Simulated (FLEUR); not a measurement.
## Equation of state of zinc-blende GaN (space group 216): energy against volume (FLEUR, LDA)

```yaml
crystal:
  lattice:
    - [0.00000, 2.17210, 2.17210]
    - [2.17210, 0.00000, 2.17210]
    - [2.17210, 2.17210, 0.00000]
  atoms:
    - { symbol: Ga, position: [0.00000, 0.00000, 0.00000] }
    - { symbol: N, position: [0.75000, 0.75000, 0.75000] }
```

Level of theory: FLEUR with LDA (Perdew-Zunger), all-electron FLAPW (FLEUR), scalar-relativistic valence. Settings: Kmax = 5.47 1/bohr; GmaxXC = 19.1 1/bohr; xcFunctional = pz; jspins = 1; l_soc = F; mode = hist; fermiSmearingEnergy = 0.00036749 Htr; mesh (inpgen div1-3) = 13 13 13; inpgen gamma flag = false; Gmax = 19.1 1/bohr; numbands = 0; maxIterBroyd = 25; imix = Anderson; alpha = 0.05; precondParam = 0; minDistance = 1e-05 me/bohr^3. The cell above is the first row's. The rows scale it uniformly. In all rows fractional positions and the k mesh are held. E is the free energy at the stated smearing, counted from the lowest row.

```csv
V (Å^3/atom),E (meV/atom)
10.248,?
10.471,26.98
10.694,11.35
10.916,2.59
11.139,0.00
11.362,3.13
11.585,11.12
11.808,23.62
12.030,40.23
```

Taking the third-order Birch-Murnaghan form, a cubic in V^(-2/3) for E over the 8 complete rows: With u = V^(-2/3) - 0.199, the rows have u = 0.009933, 0.007019, 0.004216, 0.001495, -0.001138, -0.003685, -0.006152, -0.008532. Least squares gives E = 1.098 - 1287.74·u + 388965·u² + 306471·u³. Residuals (row less fit): -0.004, 0.022, -0.016, -0.043, 0.063, 0.010, -0.050, 0.021; standard error 0.049 (degrees of freedom: 4). Its minimum lies at u = 0.001652, so V0 = (0.200652)^(-3/2) = 11.13. There d²E/du² = 781000 and d³E/du³ = 1839000, so B0 = (4/9) × 11.13^(-7/3) × 781000 × 0.160218 = 201 GPa (the last factor turns the table's units into GPa), and B0' = 4 + (2/3) × 0.200652 × (1839000)/781000 = 4.3.

**Question.** What does the fit predict for E at V = 10.248, and how far is the calculated value from it?

**Answer.** u = 0.012953, so E = 1.098 - 1287.74 × 0.012953 + 388965 × 0.012953² + 306471 × 0.012953³ = 50.345 meV/atom. The calculation gives 50.31 meV/atom, 0.035 meV/atom below the prediction (0.1 % of the range of E in the table). The row lies outside the fitted rows, so this is an extrapolation. From the scatter of the fitted rows alone, a prediction at this place has a standard error of 0.145 meV/atom, so the miss is 0.2 times that.

Carrying the step between the two nearest rows on in a straight line would have given 42.61, off by 7.70; series whose last step already gives the withheld value aren't shown. The scan was laid around a cell of about the measured size, scaled by a guess for this functional. This is a metastable polymorph. The runs keep the symmetry of the cell, so they don't test it for distortions. Values depend on the basis (sphere radii, cutoffs, local orbitals), which need not be converged. Cutoffs and mesh are single choices, not tested for convergence of this quantity. Series with a scatter that would blur these digits, or in which a gap closes, are not shown. Nor are scans whose minimum lies at an end fitted in this form.
